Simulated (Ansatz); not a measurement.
Base system: Ir in the fcc (Cu type) structure (space group Fm-3m, No. 225; relaxed with 0.1 eV smearing).

```
CELL_PARAMETERS angstrom
      0.00000     1.92282     1.92282
      1.92282     0.00000     1.92282
      1.92282     1.92282     0.00000
ATOMIC_POSITIONS crystal
  Ir 0.00000 0.00000 0.00000
```

Cartesian axes are those of the cell as printed.

The values are results of r2SCAN (Ansatz, a program for electronic structure; PAW; 500 eV plane waves; spin-orbit coupling left out), earlier PAW set, not measurements.

One thing is altered: the cell is compressed by 1.88 % along x with no lateral relaxation, atoms relaxed at fixed cell.

Question: Predict the stress tensor and what it implies for the stiffness.

Answer: Stress of the strained cell less that of the base (GPa, compression positive):
```
   12.6     0.0     0.0
    0.0     5.1     0.0
    0.0     0.0     5.1
```

Then −Δσ_ii/ε with ε = -0.0188 gives secant stiffness values (nonlinear terms included at this strain): C11 ≈ 672 GPa, C12 ≈ 270 GPa and C13 ≈ 270 GPa.

As a check, the harmonic strain energy −½ V₀ Δσ:ε is 11 meV/atom; the computed energy rise is 10 meV/atom.

Whether these cells are dynamically stable was not tested. The final runs are not spin-polarised.
